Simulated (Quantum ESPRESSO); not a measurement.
A self-consistent single point of YAl2 (Fd-3m, 6 atoms in the cell) with Quantum ESPRESSO.

Level of theory: PBEsol, GBRV 1.5 ultrasoft (PBESOL) pseudopotentials (plane waves; Quantum ESPRESSO).

```
CELL_PARAMETERS angstrom
      0.00000     4.01941     4.01941
      4.01941     0.00000     4.01941
      4.01941     4.01941     0.00000
ATOMIC_POSITIONS crystal
  Y  0.75000 0.75000 0.75000
  Y  0.50000 0.50000 0.50000
  Al 0.12500 0.62500 0.12500
  Al 0.12500 0.12500 0.12500
  Al 0.62500 0.12500 0.12500
  Al 0.12500 0.12500 0.62500
```

Reference input (self-consistent single point, DFT, PBEsol, plane waves, GBRV 1.5 ultrasoft (PBESOL) pseudopotentials): ecutwfc = 40 Ry; ecutrho = 320 Ry; occupations = smearing; smearing = cold; degauss = 0.0099958 Ry; potentials = {Y: y_pbesol_v1.4.uspp.F.UPF, Al: al_pbesol_v1.uspp.F.UPF}; K_POINTS = automatic 10 10 10 0 0 0; conv_thr = 1e-10 Ry. This run's input differs from it in these lines:

```diff
@@ -13,4 +13,4 @@
     ntyp = 2
-    ecutwfc = 40
-    ecutrho = 320
+    ecutwfc = 28
+    ecutrho = 224
     occupations = 'smearing'
```

Log, with long lists cut:

```
     Self-consistent Calculation

     iteration #  1     ecut=    28.00 Ry     beta= 0.70

---- Real-time Memory Report at c_bands before calling an iterative solver
           210 MiB given to the printing process from OS
            75 MiB allocation reported by mallinfo(arena+hblkhd)
------------------

     Threshold (ethr) on eigenvalues was too large:
     Diagonalizing with lowered threshold

---- Real-time Memory Report at c_bands before calling an iterative solver
           246 MiB given to the printing process from OS
            89 MiB allocation reported by mallinfo(arena+hblkhd)
------------------

   [... lines left out ...]

---- Real-time Memory Report at c_bands before calling an iterative solver
           253 MiB given to the printing process from OS
            93 MiB allocation reported by mallinfo(arena+hblkhd)
------------------

     total energy              =    -212.19556654 Ry
     estimated scf accuracy    <          1.1E-10 Ry

     iteration # 15     ecut=    28.00 Ry     beta= 0.70

---- Real-time Memory Report at c_bands before calling an iterative solver
           253 MiB given to the printing process from OS
            93 MiB allocation reported by mallinfo(arena+hblkhd)
------------------
     End of self-consistent calculation

     the Fermi energy is     8.5579 ev

!    total energy              =    -212.19556654 Ry
     estimated scf accuracy    <          1.6E-11 Ry
     smearing contrib. (-TS)   =       0.00013093 Ry
     internal energy E=F+TS    =    -212.19569746 Ry

     convergence has been achieved in  15 iterations

     Forces acting on atoms (cartesian axes, Ry/au):

     atom    1 type  1   force =    -0.00000000    0.00000000    0.00000000
   [... zero for the other atoms too ...]

     Total force =     0.000000     Total SCF correction =     0.000000

          total   stress  (Ry/bohr**3)                   (kbar)     P=      -64.73
  -0.00044005   0.00000000   0.00000000          -64.73        0.00        0.00
   0.00000000  -0.00044005   0.00000000            0.00      -64.73        0.00
   0.00000000   0.00000000  -0.00044005            0.00        0.00      -64.73

   JOB DONE.
```

The run converged in 15 iterations. Against the reference run the free energy rises by 3.7 meV/atom and the pressure goes from -6.37 to -6.47 GPa.

The starting cell comes from a database of computed structures (which also holds hypothetical and non-ambient phases and stackings), without a prior relaxation at this level. Its lattice was rescaled by a random factor within 2.5 % of one. At the lowered cutoff the pressure carries the error of an incomplete plane-wave basis.

Cost on one core of a shared machine: roughly 80 s.
